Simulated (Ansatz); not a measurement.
Bond-angle distributions (per cent of the angles at each element, bins of 10°) of a relaxed model of amorphous Si$_{27}$O$_{24}$N$_{20}$ at 2.71 g/cm³. Level of theory: PBE, scalar-relativistic without spin-orbit coupling (plane waves to 420 eV, PAW; Ansatz, a program for electronic structure).

It comes from a melt-quench run on a machine-learned potential (CHGNet), relaxed afterwards by DFT. O and N atoms were pushed apart under 1.9 Å during the dynamics, to hinder bonds among them. The hot cell started wider than the set density and was brought back towards it in steps. It is the lowest in DFT energy of 2 quenches. It is a model cell: composition and starting density were chosen by hand, and all elements were melted together. No dispersion term was used. Its density started from a set value of 2.71 and ended at 2.71 g/cm³. The simulated quench (nominally 150 K/ps over its main leg) is rapid and tends to freeze in more defects than a deposited or slowly cooled glass has. One small periodic cell is one sample of the glass; other quenches scatter about these values. The volume was held where the preparation left it and the shape relaxed, at a PBE pressure of 5.5 GPa. Stress components on the final sampling reach 5.6 GPa.

Cut-offs for bonds: Si-Si 2.60 Å, Si-O 1.90 Å, Si-N 2.04 Å, O-O 1.58 Å, O-N 1.64 Å, N-N 1.70 Å. Two cations that share two anions don't count as bonded, nor two that share one unless they lie closer than Si-Si 2.38 Å.

```tsv
angle (°)	at Si	at N
50-60	0	0
60-70	0	0
70-80	0	0
80-90	5	23
90-100	10	5
100-110	32	7
110-120	44	15
120-130	6	26
130-140	3	15
140-150	0	5
150-160	0	5
160-170	0	0
170-180	0	0
```

They go with these counts of neighbours within the cut-offs, cation contacts included: Si mean 4.0, most often 4; N mean 3.0, most often 3.
